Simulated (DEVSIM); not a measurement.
Device: Schottky contact on p-type Si, at 300 K.

```
layer (left to right)  material  thickness (μm)  Na (cm⁻³)   τn (s)   τp (s)
---------------------  --------  --------------  ---------  -------  -------
1                            Si            6.00     7.5e16  0.00019  0.00019
2                            Si            26.0     1.2e18  0.00019  0.00019
```

Left contact: Schottky, work function 4.654 eV, emission velocity 9e6 cm/s. Right contact: ohmic. Voltage is applied to the left contact. Recombination: SRH at mid-gap, Auger. Mobility is μmin + (μ − μmin)/(1 + (N/Nref)^α).

Constants are typed, rounded textbook-type inputs, not results; the design itself was drawn at random and stands for no fabricated device. Values at 300 K.

```csv
parameter,Si
gap (eV),1.124
affinity (eV),4.05
permittivity,11.7
Nc (cm⁻³),2.86e19
Nv (cm⁻³),3.1e19
μn (cm²/Vs),1417
μp (cm²/Vs),470
"μn,min",52
"μp,min",45
"Nref,n",9.7e16
"Nref,p",2.2e17
αn,0.68
αp,0.72
Cn (cm⁶/s),2.8e-31
Cp (cm⁶/s),9.9e-32
```

Model (solved in DEVSIM): 1D drift-diffusion, Boltzmann statistics, complete ionisation; no tunnelling, impact ionisation, image-force lowering or self-heating. Metal contacts follow the ideal Schottky-Mott rule: no Fermi-level pinning, no interface dipoles.

Base results: dark forward voltage at 100 A/cm² (V) 0.222; potential step across the device at zero bias (V) 0.436.

Question: What follows from this one change: doping Na of layer 1 7.5e+16 → 7.5e+15 cm^-3?

Answer: dark forward voltage at 100 A/cm² 0.222 → 0.335 V; potential step across the device at zero bias little changed (0.436 V).

Question: What follows from this one change: doping Na of layer 2 1.2e+18 → 1.2e+17 cm^-3?

Answer: dark forward voltage at 100 A/cm² 0.222 → 0.255 V; potential step across the device at zero bias 0.436 → 0.376 V.

Question: What follows from this one change: metal work function 4.654 → 4.804 eV?

Answer: dark forward voltage at 100 A/cm² 0.222 → 0.077 V; potential step across the device at zero bias 0.436 → 0.286 V.

Question: What follows from this one change: constant mobility in place of the doping-dependent one?

Answer: dark forward voltage at 100 A/cm² 0.222 → 0.206 V; potential step across the device at zero bias little changed (0.436 V).
